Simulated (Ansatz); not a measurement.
Functionals compared on SiH3 on the 1x1 (10-10) surface of wurtzite AlN (cut with top plane Al + N), one in a 2x1 cell, started at the site 'hollow Al-Al-N-N', in Ansatz (plane waves, PAW). The structure was relaxed with PBE; the other rows are single points on it, each with its references at the same level. Cutoff 420 eV (500 eV for r2SCAN). The points keep PBE's geometry, so the relaxation of a polaron and the settling of charge on one site are left out.

Host crystal: wurtzite AlN, with a band gap (PBE, scalar-relativistic without spin-orbit coupling).

Model: 36-atom slab, 8.9 Å thick at the start under the adsorbate (thin: gaps and levels are the slab's own), 3x4x1 mesh, Fermi-Dirac 0.01 eV, dipole correction, 16 atoms held, the rest relaxed; no symmetry held; spin-polarised, ending with about 0.8 μB a cell; orders that need a larger cell were not tried, no spin-orbit, no U, no dispersion correction. At the end it is bonded to N. In PBE it is, or lies within 0.03 eV of, the lowest of the starts that converged. These notes are the PBE run's. RPBE: The program's check for a lower electronic state was not made. r2SCAN: The program's check for a lower electronic state was not made. Adsorption energies are against SiH4(g) − ½ H2(g). A negative adsorption energy means that the adsorbate is more stable on the surface than in its reference.

```
functional  adsorption energy (eV)  rough cost of the single point
----------  ----------------------  ------------------------------
PBE                          -0.18                               –
RPBE                             …          roughly 6 core-minutes
r2SCAN                       -0.34         roughly 10 core-minutes
```

### Question
Some entries are withheld; supply them.

### Answer

- RPBE, adsorption energy (eV): 0.05

Ansatz is a program for electronic structure.
